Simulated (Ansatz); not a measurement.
Results of HSE06 (PAW; Ansatz, a first-principles code) for stishovite (SiO2).

Numerical settings: plane-wave cutoff 500 eV, 6×6×8 k mesh (along the axes of the cell as run), gaussian smearing 0.02 eV, scalar-relativistic PAW data made under PBE.

Computed at the level's own relaxed cell.

Question: Give the computed volume per atom, lattice constant a, lattice parameter c and band gap.

Answer: 
* **volume per atom**: 7.75 Å³/atom
* **lattice constant a**: 4.180 Å
* **lattice parameter c**: 2.662 Å
* **band gap**: 7.77 eV (on the SCF k mesh)

Measured, for comparison: lattice constant a 4.179 Å, lattice parameter c 2.665 Å (room temperature, not corrected to a static lattice; as tabulated in Hiroi (2015), arXiv:1503.02262). Computed (rounded) less measured: lattice constant a 0.0 %, lattice parameter c -0.1 %.

The computed numbers hold no vibrational or temperature effects.

Computing time: very roughly 8 core-minutes.
